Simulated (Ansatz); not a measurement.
Consider SnAu in the NiAs type structure (space group P6_3/mmc, No. 194; a = 4.3328 Å, c = 5.5528 Å; relaxed with 0.1 eV smearing). Axes: x lies along a and z along c of the hexagonal cell.

The change: biaxial strain +0.34 %, plane normal [001], relaxed out of plane (Cartesian); in-plane vectors clamped, the third vector and the atoms free.

Levels (all Ansatz, a first-principles code, PAW): PBEsol (420 eV, no spin-orbit coupling); PBEsol+SOC (420 eV, spin-orbit coupling included).

The geometry is relaxed with PBEsol.

- PBEsol pressure = -0.3 GPa

Task: Predict the pressure from PBEsol+SOC.

Result: The pressure decreases by 0.8 GPa, from -0.3 GPa to -1.1 GPa.

Single points use the geometry relaxed with PBEsol. The spin-orbit shifts are approximate. No phonon test of stability was made.
